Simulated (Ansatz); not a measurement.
Ansatz (an electronic-structure program), DFT, PBE, plane waves, its default PAW files: Pt(111) slab of 4 layers, 3x3, atoms displaced (Pt36), unrelaxed, 36 atoms. Basis and mesh were picked for this test and aren't claimed converged.

```yaml
cell: 8.32, 8.32, 20.80 Å; 90, 90, 60°
distance_to_the_nearest_atom: 2.66 to 2.76 Å
task: single point
k mesh: 4×4×1
hamiltonian.xc: pbe
kind_of_files: paw
scf.occupations.method: fermi_dirac
scf.occupations.width: 0.1 eV
output.forces: true
accuracy: medium (default)
basis.precision: auto (default)
basis.xc_grid: 2 (default)
scf.eigensolver.kind: auto (default)
scf.mixing.algorithm: auto (default)
scf.mixing.preconditioner: auto (default)
scf.convergence.dr2_threshold: 1e-07 (default)
scf.lower_state_search: light (default)
k-points after symmetry: 10
bands_at_the_start: 389
electrons: 648
plane waves at Γ: 24405
cutoff (eV): 420
FFT grid: 60×60×144
symmetry_operations: 1
```

Machine: one whole node with four NVIDIA GB200 cards and two Grace (Neoverse V2) sockets of 72 cores, of which 136 in all may be used; each card has its host threads on the socket beside it.

Times are medians of repeated runs, from launch to exit, start-up of the cards included. No other job ran on the node; its own services took about 4 cores, and under one core (or 1.5 %) of those that a run was pinned to. Processes are pinned to neighbouring cores unless said otherwise. Build: release build for Arm (Neoverse V2), with CUDA, one process with threads. Other compilers and libraries give other times. Scratch files lie in a memory file system.

Many jobs like this one are to be run. Ways to fill the node:
- 4 cards, 128 host threads
- 2 copies of 2 cards, 64 host threads
- 136 CPU threads, no card
- 4 copies of 1 card, 32 host threads

Problem. Which way finishes the most jobs an hour?

Solution. 4 copies of 1 card, 32 host threads: 2900 jobs an hour. At the low end 136 CPU threads, no card gives 310. Alone on the node a one-card run takes 2.2 s, beside three others 5.0 s.

```tsv
way	time till all copies end	jobs an hour
4 copies of 1 card, 32 host threads	5.0 s	2900
2 copies of 2 cards, 64 host threads	4.2 s	1700
4 cards, 128 host threads	4.6 s	790
136 CPU threads, no card	12 s	310
```

Keys are those of Ansatz 0.2.
